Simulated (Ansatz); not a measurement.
# What biaxial strain +2.80 %, plane normal [001], relaxed out of plane does to Al

The parent structure is Al in the fcc (Cu type) structure (space group Fm-3m, No. 225; a = 4.0143 Å). Axes: x, y, z lie along the cube axes.

Perturbation: tensile biaxial strain of 2.80 % in the plane normal to [001], as in epitaxy on a mismatched substrate; the out-of-plane cell vector and the atoms relax.

Level of theory: PBEsol (Ansatz, a first-principles code; PAW; 420 eV plane waves; no spin-orbit coupling). Settings: 20×20×20 k-points, 0.05 eV Fermi–Dirac smearing.

- Volume per atom = 16.63 Å³ (base 16.17 Å³)
- Space group = I4/mmm (No. 139) (base Fm-3m (No. 225))
- Shortest interatomic distance = 284.1 pm (base 283.9 pm)
- Energy relative to the base (free energy F) = +6.6 meV/atom
- Pressure (mean of the normal stresses, compression positive) = -1.9 GPa (base 0.0 GPa)
- Band gap = zero (base zero)
- Out-of-plane strain = -2.71 % (rough)
- Mean in-plane stress (compression positive) = -2.9 GPa (rough)

Cost of the whole job for the changed cell (relaxation, final SCF and bands): around 40 core-seconds (rough).

Without a gap, meshes like the base's 20×20×20 leave anisotropic stresses uncertain by several tenths of a GPa, and small strain energies with them. No phonon test of stability was made.
